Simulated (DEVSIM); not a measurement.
Structure: Au/HfO2/SiO2/p-Si capacitor, at 300 K.

```csv
layer (left to right),material,thickness (nm),Na (cm⁻³)
1,HfO2,20.0,-
2,SiO2,1.10,-
3,Si,12000,2.2e15
```

Metal gate on the left, work function 5.1 eV. Fixed charge at the semiconductor interface -8.1e11 cm⁻² (in units of +e); interface traps 1.5e11 cm⁻² eV⁻¹, uniform in energy, neutral level at 0.5 of the gap above the valence band.

Constants are typed, rounded textbook-type inputs, not results; the design itself was drawn at random and stands for no fabricated device. Values at 300 K.

| parameter | HfO2 | SiO2 | Si |
|---|---|---|---|
| gap (eV) | 5.7 | 9 | 1.124 |
| affinity (eV) | 2.5 | 0.9 | 4.05 |
| permittivity | 22 | 3.9 | 11.7 |
| Nc (cm⁻³) | - | - | 2.86e19 |
| Nv (cm⁻³) | - | - | 3.1e19 |

Model (solved in DEVSIM): 1D Poisson equation in equilibrium, Boltzmann statistics, complete ionisation; no quantum confinement or tunnelling. Metal contacts follow the ideal Schottky-Mott rule: no Fermi-level pinning, no interface dipoles.

The interface trap density was swept, all else fixed.

| interface trap density (cm^-2 eV^-1) | threshold voltage (band bending 2φF) (V) | flat-band voltage (V) | minimum of the low-frequency capacitance (μF/cm²) |
|---|---|---|---|
| 0 | 1.01 | 0.35 | 0.0189 |
| 1e10 | 1.01 | 0.35 | 0.0204 |
| 1e11 | 1.02 | 0.34 | 0.0338 |
| 1.5e11 | 1.02 | 0.34 | [?] |
| 3e11 | 1.03 | 0.33 | 0.0620 |
| 1e12 | 1.08 | 0.28 | 0.145 |
| 2e12 | 1.15 | 0.21 | 0.233 |

**Question.** Fill in the missing entries.

**Answer.** 
- 1.5e11, minimum of the low-frequency capacitance (μF/cm²): 0.0411
